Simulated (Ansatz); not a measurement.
Ansatz (a quantum-chemistry and plane-wave program) run on TiSi (Pnma, 8 atoms in the cell): zone-centre phonon calculation.

Level of theory: LDA (PW92), default PAW files made with PBE (plane waves; Ansatz).

```yaml
crystal:
  lattice:
    - [6.54479, 0.00000, 0.00000]
    - [0.00000, 3.64990, 0.00000]
    - [0.00000, 0.00000, 5.01845]
  atoms:
    - { symbol: Ti, position: [0.67568, 0.25000, 0.37178] }
    - { symbol: Ti, position: [0.32432, 0.75000, 0.62822] }
    - { symbol: Ti, position: [0.82432, 0.75000, 0.87178] }
    - { symbol: Ti, position: [0.17568, 0.25000, 0.12822] }
    - { symbol: Si, position: [0.54393, 0.25000, 0.85540] }
    - { symbol: Si, position: [0.45607, 0.75000, 0.14460] }
    - { symbol: Si, position: [0.95607, 0.75000, 0.35540] }
    - { symbol: Si, position: [0.04393, 0.25000, 0.64460] }
```

Reference input (self-consistent single point, DFT, LDA (PW92), plane waves, default PAW files made with PBE): basis.ecutwfc = 30.9 Ry; kpoints.mp_grid.grid = 3 7 5; hamiltonian.xc = lda; hamiltonian.pseudopotentials = {kind: paw} (the program's default PAW files); scf.occupations.method = fermi_dirac; scf.occupations.width = 0.0073 Ry. This run's input differs from it in these lines:

```diff
@@ -27,6 +27,6 @@
     width: 0.0073 Ry
-output:
-  forces: true
-  eigenvalues: true
-  stress: true
+  convergence:
+    dr2_threshold: 1.0e-03 eV
+phonons:
+  method: dfpt
```

The program printed (abridged):

```
SCF iter   1: F=—  HF=-12242.579488 eV  |F-HF|=—  |Δ(HF+E_count)|=         —  Δρ=6.09e-3  dr2=4.73e-2  ethr=1.77e-3  ⟨swp⟩=5.9  Hψ=5372  notcnv=0
all-band conjugate gradients solve this SCF's bands
preconditioner: auto → Kerker (q_TF=auto, 2.457 Å⁻¹)
SCF iter   2: F=—  HF=-12242.570815 eV  |F-HF|=—  |Δ(HF+E_count)|=   8.67e-3  Δρ=3.53e-3  dr2=1.18e-2  ethr=7.39e-5  ⟨swp⟩=2.0  Hψ=1702  notcnv=0
SCF iter   3: F=—  HF=-12242.568516 eV  |F-HF|=—  |Δ(HF+E_count)|=   2.30e-3  Δρ=1.00e-3  dr2=1.74e-3  ethr=1.84e-5  ⟨swp⟩=2.6  Hψ=2444  notcnv=0
SCF iter   4: F=—  HF=-12242.568128 eV  |F-HF|=—  |Δ(HF+E_count)|=   3.87e-4  Δρ=1.95e-4  dr2=3.51e-5  ethr=2.72e-6  ⟨swp⟩=2.0  Hψ=1718  notcnv=0
iter 5 did not close the SCF: its close was put off for the readings that it lacked (scf_convergence_deferred on its scf_iter line)
SCF iter   5: F=-12242.568122 eV  HF=-12242.568123 eV  |F-HF|=9.95e-7  |Δ(HF+E_count)|=   4.84e-6  Δρ=4.00e-5  dr2=1.78e-6  ethr=5.49e-8  ⟨swp⟩=2.0  Hψ=1863  notcnv=0
SCF iter   6: F=-12242.568123 eV  HF=-12242.568123 eV  |F-HF|=3.94e-8  |Δ(HF+E_count)|=   3.05e-7  Δρ=8.86e-6  dr2=9.58e-8  ethr=2.78e-9  ⟨swp⟩=8.5  Hψ=8863  notcnv=0
SCF 1 converged in 6 iterations: F = -12242.568123 eV  dr2 = 9.58e-8
DFPT response loops at Γ: preconditioner auto → Kerker (q_TF=auto, 2.457 Å⁻¹) (partly filled bands, converged f_vac=0.000) …
Free energy (F): -12242.568123 eV
Internal energy: -12242.473331 eV  (E = F + TS)
E sigma→0 (E₀):  -12242.520727 eV
Entropy (-TS):   -0.094792 eV (-11.849 meV/atom)
Fermi energy:    12.495730 eV
--- Phonons (Γ-DFPT): 6 representative perturbations + reference, on 32 of 105 k-points (Σ response iterations 18) ---
  k mesh reduced under 2 symmetry operations, with k and −k counted as one. Each operation leaves every solved displacement unchanged or reverses it
  ASR residual: 2.043e-3 → 0.000e0 eV/Å²; symmetrization residual: 7.504e-7 eV/Å²
  ASR residual per site (eV/Å²): 2.04e-3 2.04e-3 2.04e-3 2.04e-3 1.04e-3 1.04e-3 1.04e-3 1.04e-3
  Γ frequencies (cm⁻¹): 0.00 0.00 0.00 163.41 175.93 186.98 197.99 227.74 229.87 238.25 243.72 250.53 279.61 313.02 319.89 321.10 328.78 351.84 354.20 372.68 390.90 392.40 415.95 430.73
  non-analytic LO–TO correction: not included (Born effective charges unavailable; polar crystals: no LO–TO splitting at Γ)
```

The run converged in 6 iterations.  The full log also holds: “iter 5 did not close the SCF: its close was put off for the readings that it lacked (scf_convergence_deferred on its scf_iter line)”.

Summary of the result:
- Free energy E − TS (on the zero of these files) = -12242.5681 eV
- Fermi level (on the code's own zero) = 12.50 eV
- Zone-centre frequencies (cm⁻¹; negative means imaginary) = 0, 0, 0, 163, 176, 187, 198, 228, 230, 238, 244, 251, 280, 313, 320, 321, 329, 352, 354, 373, 391, 392, 416, 431

The starting cell comes from a database of computed structures (which also holds hypothetical and non-ambient phases and stackings), without a prior relaxation at this level. Its lattice was rescaled by up to half a per cent. Spin polarisation is off.

Cost on one core of a shared machine: roughly 2 min.

Keys are those of Ansatz 0.2.
